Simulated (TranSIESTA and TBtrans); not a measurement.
Run with TranSIESTA and TBtrans (open boundaries, self-consistent; PseudoDojo norm-conserving potentials, scalar-relativistic): PAO.BasisSize DZP, PAO.EnergyShift 0.15 eV, XC.Authors PW92, Mesh.Cutoff 200 Ry, ElectronicTemperature 300 K, TS.Voltage 0.0 eV, TBT.Elecs.Eta 0.001 eV, no spin polarisation.

System: Si chain with one bond stretched by 3.0 Å. Leads: straight Si chain, spacing 2.25 Å. Geometry: as built, not relaxed.

Predict: conductance at 300 K (G0 = 2e²/h); thermopower (μV/K); mean T from −0.5 to 0.5 eV.

conductance at 300 K (G0 = 2e²/h): 0.0040; thermopower (μV/K): -5.4; mean T from −0.5 to 0.5 eV: 0.0039. The straight chain is held at its spacing; free chains may zigzag or dimerise. No spin-polarised start was tried, so a magnetic state, if there is one, is missed.
